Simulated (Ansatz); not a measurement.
## Sc, element substitutions

Base system: Sc in the hcp (Mg type) structure (space group P6_3/mmc, No. 194; a = 3.329 Å, c = 5.192 Å).

Each row replaces one element on all its sites; cell and atoms are relaxed.

Level of theory: Ansatz (a program for electronic structure), r2SCAN, PAW, cutoff 500 eV, scalar-relativistic without spin-orbit coupling.

```json
[
 {"case": "base", "c/a ratio": "1.559", "density": "3.00 g/cm³", "shortest interatomic distance": "3.230 Å"},
 {"case": "Sc → Tl", "c/a ratio": "1.591", "density": "11.29 g/cm³", "shortest interatomic distance": "3.461 Å"},
 {"case": "Sc → Ti", "c/a ratio": "1.579", "density": "4.59 g/cm³", "shortest interatomic distance": "2.872 Å"},
 {"case": "Sc → Y", "c/a ratio": "1.548", "density": "4.41 g/cm³", "shortest interatomic distance": "3.555 Å"},
 {"case": "Sc → Ca", "c/a ratio": "1.645", "density": "1.53 g/cm³", "shortest interatomic distance": "3.935 Å"}
]
```

No phonon test of stability was made. All final runs are without spin polarisation. This is not the structure that Ca has at room temperature and ambient pressure.
